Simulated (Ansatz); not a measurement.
Input:

```yaml
crystal:
  lattice:
    - [0.00000, 2.40467, 2.38393]
    - [2.38393, 0.00000, 2.38393]
    - [2.38393, 2.40467, 0.00000]
  atoms:
    - { symbol: As, position: [0.75000, 0.75000, 0.75000] }
    - { symbol: B, position: [0.00000, 0.00000, 0.00000] }
```

No spin polarisation.

Level of theory: PBEsol, PAW, 420 eV (Ansatz, a program for electronic structure; without spin-orbit coupling). k-mesh 12×12×12 (Γ-centred); smearing 0.05 eV (Fermi–Dirac).

Question: Predict the pressure, smallest direct gap, electron mass and gap character.

Answer: 
- Pressure (mean of the normal stresses, compression positive): -1.19 GPa
- Smallest direct gap: 3.19 eV
- Electron mass: 1.1 mₑ along k, 0.21 mₑ across (off the special points)
- Gap character: indirect, Γ → Γ–X (82 % along)

The cells carry an imposed strain or load. Effective masses come from finite differences of ±0.01 Å⁻¹. Along k means along the line from Γ to the band edge. Whether these cells are dynamically stable was not tested. The cell was made from BAs in the zinc blende structure (space group F-43m, No. 216) by this change: uniaxial strain ε_yy = +0.87 %.
